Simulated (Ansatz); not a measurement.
## CaScHO₂ (model structure, started from the SrVO2H type, P4/mmm, No. 123, 5 atoms in the cell)

Calculation: PBE (Ansatz, a program for electronic structure, PAW).

Settings: plane-wave cutoff 520 eV, 8×8×10 k mesh (along the axes of the cell as run), Fermi–Dirac smearing 0.01 eV, scalar-relativistic PAW data made under PBE.

Cell (relaxed at this level):

Space group P4/mmm (No. 123); a = b = 4.0912 Å, c = 3.7432 Å, α = β = γ = 90.00°

| atom | site | symmetry | x | y | z |
|---|---|---|---|---|---|
| Ca | 1d | 4/mmm | 0.5000 | 0.5000 | 0.5000 |
| Sc | 1a | 4/mmm | 0.0000 | 0.0000 | 0.0000 |
| O | 2f | mmm. | 0.0000 | 0.5000 | 0.0000 |
| H | 1b | 4/mmm | 0.0000 | 0.0000 | 0.5000 |

- band gap: 2.23 eV (indirect)
- smallest direct gap on the k points sampled: 2.65 eV
- direct gap at Γ: 4.07 eV

Note: the relaxation could raise the start's symmetry but not lower it, so the cell can be a saddle point.

The result took around 11 core-seconds (rough).

A model structure was made by putting elements into a prototype or built by hand; it is no filed structure, need not be a known phase, and can be a saddle point held by its symmetry.
